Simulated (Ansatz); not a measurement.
```
CELL_PARAMETERS angstrom
      0.00000     4.76772     4.76772
      4.76772    -4.76772     4.76772
      4.76772     4.76772     0.00000
ATOMIC_POSITIONS crystal
  As 0.49964 0.24994 0.49964
  As 0.49964 0.24994 0.00072
  As 0.66667 0.57129 0.66667
  As 0.66328 0.58745 0.16836
  As 0.81799 0.90895 0.81799
  As 0.81799 0.90895 0.36403
  As 0.00072 0.24994 0.49964
  As 0.00000 0.27269 0.00000
  As 0.16836 0.58745 0.66328
  As 0.16836 0.58745 0.16836
  As 0.36403 0.90895 0.81799
  As 0.33333 0.91848 0.33333
  Ru 0.00000 0.99482 0.00000
  B  0.00312 0.00205 0.49844
  B  0.16887 0.33871 0.16887
  B  0.16887 0.33871 0.66226
  B  0.33333 0.67238 0.33333
  B  0.33874 0.66110 0.83063
  B  0.49844 0.00205 0.00312
  B  0.49844 0.00205 0.49844
  B  0.66226 0.33871 0.16887
  B  0.66667 0.32576 0.66667
  B  0.83063 0.66110 0.33874
  B  0.83063 0.66110 0.83063
```

Spin-polarised, with starting moments of sign As0 As0 As0 As0 As+ As+ As0 As+ As0 As0 As+ As0 Ru+ B0 B0 B0 B0 B0 B0 B0 B0 B0 B0 B0.

All numbers come from Ansatz (a quantum-chemistry and plane-wave program) PBEsol, no spin-orbit coupling, earlier PAW set. Settings: 4×3×4 k-points, 0.01 eV Fermi–Dirac smearing.

Q: What gap of the supercell does the calculation give?

A: Zero.

Q: What is the computed pressure?

A: 6.1 GPa.

The magnetic state is the one reached from the starting moments; the real material's order can differ, and small cells can't hold many antiferromagnetic ones. In so small a cell the defect repeats every few ångströms: this is an ordered compound, not a dilute defect. The mesh was chosen for an insulator and is coarse for the gapless case. The defect started on the symmetric site and kept its symmetry, so it may sit on a saddle. Seeded moments were not kept for Ru on a B site. The cell was made from BAs in the zinc blende structure (space group F-43m, No. 216) by this change: Ru on a B site. The defect cell is spin-polarised and ends with 0.2 μB, a fractional moment that hangs on the mesh and smearing.
